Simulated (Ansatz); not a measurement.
The parent structure is Ir in the fcc (Cu type) structure (space group Fm-3m, No. 225; a = 3.831 Å; relaxed with 0.1 eV smearing). Axes: x, y, z lie along the cube axes.

All numbers come from PBEsol in Ansatz (plane waves to 420 eV, PAW, no spin-orbit coupling), earlier PAW set.

Base values:

The pressure is 0.0 GPa.

It is then changed as follows: uniaxial strain ε_xx = −4.46 %, all other strain components held at zero; the atoms relax in the strained cell.

Question: What does the calculation give for the pressure and energy relative to the base after the change?

Answer: The pressure (mean of the normal stresses, compression positive) goes from zero to 20.2 GPa; the energy increases by 62 meV/atom.

Whether these cells are dynamically stable was not tested. The final runs are not spin-polarised.

Ansatz is a first-principles code.
